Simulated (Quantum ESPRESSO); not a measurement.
Quantum ESPRESSO run on HfO₂ (P4_2/nmc, 6 atoms in the cell): dielectric-response calculation.

Method: LDA (PZ), GBRV 1.5 ultrasoft (LDA) pseudopotentials (plane waves; Quantum ESPRESSO 7.5).

```
HfO2
1.0
    3.60677     0.00000     0.00000
    0.00000     3.60677     0.00000
    0.00000     0.00000     5.24271
Hf O
2 4
Direct
  0.50000   0.50000   0.50000
  0.00000   0.00000   0.00000
  0.00000   0.50000   0.69721
  0.00000   0.50000   0.19721
  0.50000   0.00000   0.80279
  0.50000   0.00000   0.30279
```

Reference input (self-consistent single point, DFT, LDA (PZ), plane waves, GBRV 1.5 ultrasoft (LDA) pseudopotentials): ecutwfc = 40 Ry; ecutrho = 320 Ry; occupations = fixed; potentials = {Hf: hf_lda_v1.uspp.F.UPF, O: o_lda_v1.2.uspp.F.UPF}; K_POINTS = automatic 9 9 6 0 0 0; nbnd = 28; conv_thr = 1e-09 Ry; mixing_beta = 0.3. This run's input differs from it in these lines:

```diff
@@ -35,3 +35,3 @@
 K_POINTS automatic
-9 9 6  0 0 0
+7 7 5  0 0 0
```

Step 2 (ph.x):

```fortran
phonons at the zone centre
&inputph
 outdir = './work'
 tr2_ph = 1.0d-14
 trans = .false.
 epsil = .true.
 zeu = .true.
/
0.0 0.0 0.0
```

Output (repeated stretches shortened):

Output of step 1:

```
     Self-consistent Calculation

     iteration #  1     ecut=    40.00 Ry     beta= 0.30

     negative rho (up, down):  2.344E-01 0.000E+00

     total energy              =    -447.46036360 Ry
     estimated scf accuracy    <       2.03635948 Ry

     iteration #  2     ecut=    40.00 Ry     beta= 0.30

     negative rho (up, down):  2.310E-01 0.000E+00

     total energy              =    -447.21940690 Ry
     estimated scf accuracy    <       0.59743900 Ry

     iteration #  3     ecut=    40.00 Ry     beta= 0.30

     negative rho (up, down):  2.328E-01 0.000E+00

     total energy              =    -447.29093019 Ry
     estimated scf accuracy    <       0.06018958 Ry

   [... 5 blocks of this kind left out ...]

     iteration #  9     ecut=    40.00 Ry     beta= 0.30

     negative rho (up, down):  2.349E-01 0.000E+00

     total energy              =    -447.30686307 Ry
     estimated scf accuracy    <       0.00000026 Ry

     iteration # 10     ecut=    40.00 Ry     beta= 0.30

     negative rho (up, down):  2.349E-01 0.000E+00
     End of self-consistent calculation

     highest occupied, lowest unoccupied level (ev):    10.6200   15.0508

!    total energy              =    -447.30686313 Ry
     estimated scf accuracy    <          4.2E-10 Ry

     convergence has been achieved in  10 iterations

     negative rho (up, down):  2.349E-01 0.000E+00

     Forces acting on atoms (cartesian axes, Ry/au):

     atom    1 type  1   force =     0.00000000    0.00000000    0.00000000
     atom    2 type  1   force =     0.00000000    0.00000000   -0.00000000
     atom    3 type  2   force =     0.00000000    0.00000000   -0.00715678
     atom    4 type  2   force =     0.00000000    0.00000000   -0.00715678
     atom    5 type  2   force =     0.00000000    0.00000000    0.00715678
     atom    6 type  2   force =     0.00000000    0.00000000    0.00715678

     Total force =     0.014314     Total SCF correction =     0.000026

     negative rho (up, down):  2.349E-01 0.000E+00
          total   stress  (Ry/bohr**3)                   (kbar)     P=     -159.73
  -0.00110308   0.00000000   0.00000000         -162.27        0.00        0.00
   0.00000000  -0.00110308   0.00000000            0.00     -162.27        0.00
   0.00000000   0.00000000  -0.00105130            0.00        0.00     -154.65

   JOB DONE.
```

Output of step 2:

```
     Reading xml data from directory:

     ./work/pwscf.save/

     G-vector sticks info
     --------------------
     sticks:   dense  smooth     PW     G-vecs:    dense   smooth      PW
     Sum        1185     593    177                44497    15759    2597

     negative rho (up, down):  2.349E-01 0.000E+00
     Reading collected, re-writing distributed wavefunctions in ./work/

     Number and degeneracy of irreps per q-point
       N         xq(1)         xq(2)         xq(3)   N irreps
       1   0.000000000   0.000000000   0.000000000      12
        1   1   1   2   2   2   1   1   1   2   2   2

     Calculation of q =    0.0000000   0.0000000   0.0000000

     phonons at the zone centre

     bravais-lattice index     =            0
     lattice parameter (alat)  =       6.8158  a.u.
     unit-cell volume          =     460.2443 (a.u.)^3
     number of atoms/cell      =            6
     number of atomic types    =            2
     kinetic-energy cut-off    =      40.0000  Ry
     charge density cut-off    =     320.0000  Ry
     convergence threshold     =      1.0E-14
     beta                      =       0.7000
   [... lines left out ...]
     Born effective charges as d Force / d E

     Atomic displacements:
     There are   12 irreducible representations

     Representation     1      1 modes -  To be done

     Representation     2      1 modes -  To be done

     Representation     3      1 modes -  To be done

     Representation     4      2 modes -  To be done

     Representation     5      2 modes -  To be done

     Representation     6      2 modes -  To be done

     Representation     7      1 modes -  To be done

     Representation     8      1 modes -  To be done

     Representation     9      1 modes -  To be done

     Representation    10      2 modes -  To be done

     Representation    11      2 modes -  To be done

     Representation    12      2 modes -  To be done
     Electric Fields Calculation

      iter #   1   av.it.:   8.2
      thresh= 1.000E-02 alpha_mix =  0.700 |ddv_scf|^2 =  4.621E-08

      iter #   2   av.it.:  15.2
      thresh= 2.150E-05 alpha_mix =  0.700 |ddv_scf|^2 =  6.169E-08

   [... 3 blocks of this kind left out ...]

      iter #   6   av.it.:  14.9
      thresh= 7.013E-08 alpha_mix =  0.700 |ddv_scf|^2 =  9.323E-15

     End of electric fields calculation
          Dielectric constant in cartesian axis

          (       5.281972525       0.000000000       0.000000000 )
          (       0.000000000       5.281972525       0.000000000 )
          (       0.000000000       0.000000000       4.761156835 )

          Effective charges (d Force / dE) in cartesian axis without acoustic sum rule applied (asr)

           atom    1  Hf    Mean Z*:        5.26972
      Ex  (        5.51304        0.00000        0.00000 )
      Ey  (        0.00000        5.51304        0.00000 )
      Ez  (        0.00000        0.00000        4.78309 )
           atom    2  Hf    Mean Z*:        5.26972
      Ex  (        5.51304        0.00000        0.00000 )
      Ey  (        0.00000        5.51304        0.00000 )
      Ez  (        0.00000        0.00000        4.78309 )
           atom    3  O     Mean Z*:       -2.63070
      Ex  (       -3.44004        0.00000        0.00000 )
      Ey  (        0.00000       -2.06487        0.00000 )
      Ez  (        0.00000        0.00000       -2.38720 )
           atom    4  O     Mean Z*:       -2.63070
      Ex  (       -2.06487        0.00000        0.00000 )
      Ey  (        0.00000       -3.44004        0.00000 )
      Ez  (        0.00000        0.00000       -2.38720 )
   [... lines left out ...]
      E*x (       -3.44275        0.00000        0.00000 )
      E*y (        0.00000       -2.06758        0.00000 )
      E*z (        0.00000        0.00000       -2.39010 )
           atom    4  O     Mean Z*:       -2.63347
      E*x (       -2.06758        0.00000        0.00000 )
      E*y (        0.00000       -3.44275        0.00000 )
      E*z (        0.00000        0.00000       -2.39010 )
           atom    5  O     Mean Z*:       -2.63347
      E*x (       -3.44275        0.00000        0.00000 )
      E*y (        0.00000       -2.06758        0.00000 )
      E*z (        0.00000        0.00000       -2.39010 )
           atom    6  O     Mean Z*:       -2.63347
      E*x (       -2.06758        0.00000        0.00000 )
      E*y (        0.00000       -3.44275        0.00000 )
      E*z (        0.00000        0.00000       -2.39010 )
   JOB DONE.
```

The run converged in 10 iterations. 

Summary of the result:
- Free energy E − TS: -6085.9199 eV
- Top of the valence band (on the code's own zero): 10.62 eV
- Gap on the k-point mesh: 4.43 eV
- Pressure: -15.97 GPa
- Largest force (vector length): 0.184 eV/Å
- ε∞ at this k-point mesh, which may be far from converged in small-gap cells (xx, yy, zz): 5.28, 5.28, 4.76
- Born charges at this mesh (mean of the diagonal, e): Hf 5.27, Hf 5.27, O -2.63, O -2.63, O -2.63, O -2.63

The starting cell comes from a database of computed structures (which also holds hypothetical and non-ambient phases and stackings), without a prior relaxation at this level. Its lattice was rescaled by a random factor within 2.5 % of one. Spin-orbit coupling is off. With a pressure of about -16 GPa the cell is away from its equilibrium volume at this level.
